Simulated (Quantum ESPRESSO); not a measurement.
Input and output of a self-consistent single point for WS2 (P1, 6 atoms in the cell) (Quantum ESPRESSO).

Level of theory: PBE, SSSP 1.1.2 efficiency (PBE) pseudopotentials (plane waves; Quantum ESPRESSO 7.5).

The change in words: lattice scaled by 0.98. Reference geometry:
```yaml
crystal:
  lattice:
    - [3.18422, 0.00000, 0.00000]
    - [-1.59211, 2.75761, 0.00000]
    - [0.00000, 0.00000, 12.97828]
  atoms:
    - { symbol: W, position: [0.33145, 0.66297, 0.24884] }
    - { symbol: W, position: [0.66929, 0.33883, 0.75059] }
    - { symbol: S, position: [0.33611, 0.66783, 0.63187] }
    - { symbol: S, position: [0.67055, 0.33755, 0.36929] }
    - { symbol: S, position: [0.66439, 0.32919, 0.12896] }
    - { symbol: S, position: [0.32821, 0.66362, 0.87044] }
```

Reference input (self-consistent single point, DFT, PBE, plane waves, SSSP 1.1.2 efficiency (PBE) pseudopotentials): ecutwfc = 40 Ry; ecutrho = 320 Ry; occupations = fixed; potentials = {W: W_pbe_v1.2.uspp.F.UPF, S: s_pbe_v1.4.uspp.F.UPF}; K_POINTS = automatic 6 6 2 0 0 0; nbnd = 30; conv_thr = 1e-10 Ry. This run's input differs from it in these lines:

```diff
@@ -24,8 +24,8 @@
 ATOMIC_POSITIONS angstrom
-W    -0.00010189    1.82822153    3.22952817
-W     1.59171038    0.93437096    9.74138016
-S     0.00697344    1.84162906    8.20059876
-S     1.59775244    0.93084397    4.79274902
-S     1.59145724    0.90777377    1.67371792
-S    -0.01146160    1.83000571   11.29686596
+W    -0.00009986    1.79165730    3.16493751
+W     1.55987637    0.91568365    9.54655226
+S     0.00683397    1.80479667    8.03658653
+S     1.56579759    0.91222720    4.69689389
+S     1.55962829    0.88961839    1.64024351
+S    -0.01123237    1.79340579   11.07092829
 K_POINTS automatic
@@ -33,5 +33,5 @@
 CELL_PARAMETERS bohr
-   6.01730372     0.00000000     0.00000000
-  -3.00865186     5.21113711     0.00000000
-   0.00000000     0.00000000    24.52539477
+   5.89695840     0.00000000     0.00000000
+  -2.94847920     5.10691493     0.00000000
+   0.00000000     0.00000000    24.03488612
```

Log, with long lists cut:

```
     Self-consistent Calculation

     iteration #  1     ecut=    40.00 Ry     beta= 0.70

     Threshold (ethr) on eigenvalues was too large:
     Diagonalizing with lowered threshold

     negative rho (up, down):  1.309E-01 0.000E+00

     total energy              =    -414.94948839 Ry
     estimated scf accuracy    <       0.19122041 Ry

     iteration #  2     ecut=    40.00 Ry     beta= 0.70

     negative rho (up, down):  1.335E-01 0.000E+00

     total energy              =    -414.99338220 Ry
     estimated scf accuracy    <       0.03715728 Ry

     iteration #  3     ecut=    40.00 Ry     beta= 0.70

     negative rho (up, down):  1.337E-01 0.000E+00

     total energy              =    -414.99774531 Ry
     estimated scf accuracy    <       0.01490939 Ry

   [... 9 blocks of this kind left out ...]

     iteration # 13     ecut=    40.00 Ry     beta= 0.70

     negative rho (up, down):  1.340E-01 0.000E+00

     total energy              =    -415.00213858 Ry
     estimated scf accuracy    <          1.7E-09 Ry

     iteration # 14     ecut=    40.00 Ry     beta= 0.70

     negative rho (up, down):  1.340E-01 0.000E+00
     End of self-consistent calculation

     highest occupied, lowest unoccupied level (ev):    11.5698   12.7590

!    total energy              =    -415.00213858 Ry
     estimated scf accuracy    <          6.4E-11 Ry

     convergence has been achieved in  14 iterations

     negative rho (up, down):  1.340E-01 0.000E+00

     Forces acting on atoms (cartesian axes, Ry/au):

     atom    1 type  1   force =     0.00256066    0.00980511    0.00520973
     atom    2 type  1   force =    -0.00177953   -0.01757929    0.01060352
     atom    3 type  2   force =    -0.00355384    0.00626453   -0.07229529
     atom    4 type  2   force =    -0.00275240   -0.01001471    0.05382292
     atom    5 type  2   force =     0.00017398    0.00026138   -0.05856738
     atom    6 type  2   force =     0.00535113    0.01126298    0.06122651

     Total force =     0.127170     Total SCF correction =     0.000028

     negative rho (up, down):  1.340E-01 0.000E+00
          total   stress  (Ry/bohr**3)                   (kbar)     P=      124.78
   0.00080245   0.00000430   0.00002316          118.04        0.63        3.41
   0.00000430   0.00074203  -0.00002051            0.63      109.16       -3.02
   0.00002316  -0.00002051   0.00100021            3.41       -3.02      147.14

   JOB DONE.
```

The run converged in 14 iterations. Against the reference run the free energy goes up by 54.3 meV/atom, the pressure goes from 1.60 to 12.48 GPa, the largest force goes from 0.634 to 1.868 eV/Å and the gap on the mesh hardly changes (1.194 to 1.189 eV).

The starting cell comes from a database of computed structures (which also holds hypothetical and non-ambient phases and stackings), without a prior relaxation at this level. Its atoms were displaced at random from the sites of space group no. 194. For this run, on top of that: lattice scaled by 0.98. Spin-orbit coupling is off. With a pressure of about 12 GPa the cell is away from its equilibrium volume at this level. Forces in this geometry exceed 1 eV/Å.

Cost on one core of a shared machine: roughly 3 min.
